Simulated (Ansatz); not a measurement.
**HgSe: response to strain**

Consider HgSe in the zinc blende structure (space group F-43m, No. 216).

```yaml
crystal:
  lattice:
    - [0.00000, 3.06639, 3.06639]
    - [3.06639, 0.00000, 3.06639]
    - [3.06639, 3.06639, 0.00000]
  atoms:
    - { symbol: Hg, position: [0.00000, 0.00000, 0.00000] }
    - { symbol: Se, position: [0.25000, 0.25000, 0.25000] }
```

Cartesian axes are those of the cell as printed.

Strains are applied to the cell and any free atomic positions relax; under biaxial strain the out-of-plane vector relaxes too.

All numbers come from PBEsol in Ansatz (plane waves to 420 eV, PAW, no SOC).

Notes on the quantities. energy relative to the base: free energy F; pressure: mean of the normal stresses, compression positive.

| change | energy relative to the base | volume per atom | pressure |
|---|---|---|---|
| base | 0 meV/atom | 28.83 Å³ | 0.0 GPa |
| biaxial strain −3.00 %, plane normal [001], relaxed out of plane | +6.4 meV/atom | 28.34 Å³ | 0.8 GPa |
| biaxial strain −2.00 %, plane normal [001], relaxed out of plane | +2.8 meV/atom | 28.52 Å³ | 0.5 GPa |
| biaxial strain −1.00 %, plane normal [001], relaxed out of plane | +0.7 meV/atom | 28.69 Å³ | 0.3 GPa |
| biaxial strain +0.50 %, plane normal [001], relaxed out of plane | +0.2 meV/atom | 28.90 Å³ | -0.1 GPa |
| biaxial strain +1.00 %, plane normal [001], relaxed out of plane | +0.7 meV/atom | 28.97 Å³ | -0.2 GPa |
| biaxial strain +1.50 %, plane normal [001], relaxed out of plane | +1.5 meV/atom | 29.02 Å³ | -0.4 GPa |
| biaxial strain +2.00 %, plane normal [001], relaxed out of plane | +2.6 meV/atom | 29.07 Å³ | -0.5 GPa |
| biaxial strain +2.50 %, plane normal [001], relaxed out of plane | +4.0 meV/atom | 29.12 Å³ | -0.6 GPa |
| biaxial strain +3.00 %, plane normal [001], relaxed out of plane | +5.7 meV/atom | 29.17 Å³ | -0.7 GPa |

A case with no gap was solved on a k-mesh chosen for an insulator, which is coarse for it. Stability against distortions was not tested. All final runs are without spin polarisation.

Ansatz is a first-principles code.
